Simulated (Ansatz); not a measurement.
Consider B vacancy in zinc-blende BN, charge state -3. The step: a nearby B atom hops onto the vacant site; the atom moves 2.47 Å along (0.00, 0.48, -0.48) of the unit cell; the moving atom starts with neighbours N at 1.47, 2 N at 1.59, N at 1.61 Å and ends with N at 1.47, 2 N at 1.59, N at 1.61 Å. A PBE band in Ansatz (plane-wave PAW, a 2×2×2 k-point mesh shifted by half a step, 64 host sites, 47 SCF runs with any check of the saddle's order, static, no finite-size correction) gives a forward barrier of 3.53 eV. The saddle point's order was not checked, and it lies on a symmetry element of the cell, where a band can be held. The charge state is imposed; whether it is stable for some Fermi level was not computed. Forms of the defect that were not tried may lie lower.

Single points at the band's start and saddle point can refine it. Rough cost of one point, in units of the band's mean SCF on the same machine:

```
Level                                                          Cost of one point
-------------------------------------------------------------  -----------------
PBE, a 3×3×3 k-point mesh shifted by half a step                         about 4
r2SCAN at 500 eV, a 2×2×2 k-point mesh shifted by half a step            about 3
```

### Question
Which of these move the barrier by more than 0.1 eV, and how far does each move it?

### Answer
PBE, a 3×3×3 k-point mesh shifted by half a step: 0.00 eV; r2SCAN at 500 eV, a 2×2×2 k-point mesh shifted by half a step: +0.22 eV. Each functional is compared with PBE at the same k-points.

Ansatz is a quantum-chemistry and plane-wave program.
